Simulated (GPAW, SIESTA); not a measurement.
A GPAW input for a self-consistent single point of Na2Cl (P1, 6 atoms in the cell) (DFT LDA (Perdew-Wang 92), plane waves, GPAW PAW datasets LDA (gpaw-data 1.0.1)):

```python
from ase import Atoms
from ase.units import GPa
from gpaw import GPAW, PW, FermiDirac

atoms = Atoms(['Na', 'Na', 'Na', 'Na', 'Cl', 'Cl'],
              cell=[[3.567469, 0.000000, 0.000000],
                    [0.000000, 3.567469, 0.000000],
                    [0.000000, 0.000000, 12.632866]],
              scaled_positions=[[-0.001143, 0.006192, 0.219648],
                                [-0.005122, -0.001973, 0.773398],
                                [0.009920, -0.000199, 0.503506],
                                [0.511140, 0.486915, 0.000285],
                                [0.489645, 0.503185, 0.359889],
                                [0.495561, 0.505881, 0.643273]],
              pbc=True)

calc = GPAW(mode=PW(800),
            xc='LDA',
            kpts={'size': (8, 8, 2), 'gamma': True},
            occupations=FermiDirac(0.136),
            nbands=-12,
            convergence={'density': 1e-05},
            symmetry={'symmorphic': False, 'tolerance': 0.0005},
            maxiter=150)

atoms.calc = calc

energy = atoms.get_potential_energy()
print('Energy (eV):', round(energy, 6))
forces = atoms.get_forces()
print('Forces (eV/Ang):')
print(forces.round(5))
stress = atoms.get_stress()
print('Stress (GPa, Voigt):', (stress / GPa).round(4))
```

**Question.** Give the SIESTA input for the same structure, mesh, smearing and functional.

**Answer.** This is the input that was run; spellings and numerical settings could be chosen otherwise.

```
# files in the folder: Na.psml Cl.psml (PseudoDojo LDA standard)
SystemName  Na2Cl
SystemLabel na2cl

NumberOfAtoms                6
NumberOfSpecies              2
%block ChemicalSpeciesLabel
  1 11 Na
  2 17 Cl
%endblock ChemicalSpeciesLabel
LatticeConstant              1.0 Ang
%block LatticeVectors
     3.567469000    0.000000000    0.000000000
     0.000000000    3.567469000    0.000000000
     0.000000000    0.000000000   12.632866000
%endblock LatticeVectors
AtomicCoordinatesFormat      Ang
%block AtomicCoordinatesAndAtomicSpecies
    -0.004077617    0.022089768    2.774783751  1
    -0.018272576   -0.007038616    9.770233299  1
     0.035389292   -0.000709926    6.360723828  1
     1.823476105    1.737054168    0.003600367  1
     1.746793359    1.795096889    4.546429512  2
     1.767898505    1.804714785    8.126381610  2
%endblock AtomicCoordinatesAndAtomicSpecies

XC.functional                LDA
XC.authors                   PW92
PAO.BasisSize                DZP
PAO.EnergyShift              0.01 Ry
MeshCutoff                   350 Ry
%block kgrid.MonkhorstPack
    8   0   0  0.0
    0   8   0  0.0
    0   0   2  0.0
%endblock kgrid.MonkhorstPack
OccupationFunction           FD
ElectronicTemperature        136.0 meV

MaxSCFIterations             150
SCF.Mixer.Method             Broyden
SCF.Mixer.Weight             0.25
SCF.Mixer.History            6
SCF.DM.Tolerance             1.0E-05
Diag.ParallelOverK           true
WriteForces                  true
```

Basis, cutoffs, solver keys and any potentials are the target program's own. This input uses DFT, LDA PW92, numerical atomic orbitals DZP, PseudoDojo LDA standard norm-conserving potentials (rewritten from UPF to PSML). LDA parametrisations can differ slightly between programs.

The starting cell comes from a database of computed structures (which also holds hypothetical and non-ambient phases and stackings), without a prior relaxation at this level. Its lattice was rescaled by a random factor within 2.5 % of one. For this run, on top of that: atoms moved at random.
